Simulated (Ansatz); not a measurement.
LaCO (C2/m, No. 12, 6 atoms in the cell; start mp-27311), treated with LDA (plane waves, PAW; Ansatz, a first-principles code).

Numerical settings: plane-wave cutoff 520 eV, 10×10×6 k mesh (along the axes of the cell as run), Fermi–Dirac smearing 0.01 eV, scalar-relativistic PAW data made under PBE.

Cell (relaxed with PBEsol):

```yaml
crystal:
  lattice:
    - [3.50675, -1.98428, -0.00786]
    - [3.50675, 1.98428, -0.00786]
    - [-0.68907, 0.00000, 7.23123]
  atoms:
    - { symbol: La, position: [0.31565, 0.31565, 0.29173] }
    - { symbol: La, position: [0.68435, 0.68435, 0.70827] }
    - { symbol: C, position: [0.04030, 0.04030, 0.92636] }
    - { symbol: C, position: [0.95970, 0.95970, 0.07364] }
    - { symbol: O, position: [0.65236, 0.65236, 0.37886] }
    - { symbol: O, position: [0.34764, 0.34764, 0.62114] }
```

Task: Predict the band gap and Γ–Γ gap.

Result: 
band gap: 2.87 eV
Γ–Γ gap: 3.32 eV

Note: cell and atoms aren't relaxed at this level (largest force component 0.39 eV/Å, pressure -3.0 GPa).

Spin–orbit coupling is not included.

A start named mp-… is a Materials Project structure, which need not be a measured phase.
